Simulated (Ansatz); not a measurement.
An Ansatz (a program for electronic structure) input (Ansatz PBEsol, without spin-orbit coupling):

Ansatz 0.2 input:
```yaml
crystal:
  lattice:
    - [0, 2.9612608402, 2.9612608402]
    - [2.9612608402, 0, 2.9612608402]
    - [2.9612608402, 2.9612608402, 0]
  atoms:
    - { symbol: Sr, position: [0, 0, 0] }
basis: { ecutwfc: 420, ecutrho_ratio: 4, xc_grid: 2, fft_grid_basis: typed }
kpoints: { mp_grid: { grid: [14, 14, 14] } }
hamiltonian:
  xc: pbesol
  dispersion: none
  pseudopotentials: { kind: paw }
scf: { occupations: { method: fermi_dirac, width: 0.05 }, convergence: { dr2_threshold: 0.0000000001 } }
output: { forces: true, stress: true }
```

Task: Which symmetry and how many k-points will the program report, and about how many plane waves at Γ?

Result: Space group Fm-3m (ITA 225) with 48 operations, k-points 104 of 2744, and 965 plane waves at Γ.

Whether these cells are dynamically stable was not tested. The cell is Sr in the fcc (Cu type) structure (space group Fm-3m, No. 225).
